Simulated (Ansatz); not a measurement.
Start from WC (space group P-6m2, No. 187; relaxed with 0.1 eV smearing).

```
CELL_PARAMETERS angstrom
      2.88431     0.00000     0.00000
     -1.44215     2.49788     0.00000
      0.00000     0.00000     2.81153
ATOMIC_POSITIONS crystal
  W  0.00000 0.00000 0.00000
  C  0.33333 0.66667 0.50000
```

Cartesian axes are those of the cell as printed.

Method: LDA (Ansatz, an electronic-structure program), without spin-orbit coupling.

Now apply this change: the cell is compressed by 2.00 % along z with no lateral relaxation, atoms relaxed at fixed cell.

Problem. Predict the stress tensor and what it implies for the stiffness.

Solution. Stress of the strained cell less that of the base (GPa, compression positive):
```
    4.2     0.0     0.0
    0.0     4.2     0.0
    0.0     0.0    21.7
```

Then −Δσ_ii/ε with ε = -0.0200 gives secant stiffness values (nonlinear terms included at this strain): C33 ≈ 1090 GPa, C13 ≈ 211 GPa and C23 ≈ 211 GPa.

As a check, the harmonic strain energy −½ V₀ Δσ:ε is 14 meV/atom; the computed energy rise is 13 meV/atom.

Whether these cells are dynamically stable was not tested. All final runs are without spin polarisation.
